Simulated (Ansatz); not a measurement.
Start from Ta in the bcc (W type) structure (space group Im-3m, No. 229; a = 3.306 Å; relaxed with 0.1 eV smearing). Axes: x, y, z lie along the cube axes.

Level of theory: r2SCAN (Ansatz, a program for electronic structure), no SOC.

Perturbation: compressive biaxial strain of 1.67 % in the plane normal to [111], as in epitaxy on a mismatched substrate; the out-of-plane cell vector and the atoms relax.

### Question
Estimate the effect on the in-plane stress.

### Answer
The mean in-plane stress (compression positive) amounts to +5.3 GPa.

No phonon test of stability was made. The final runs are not spin-polarised.
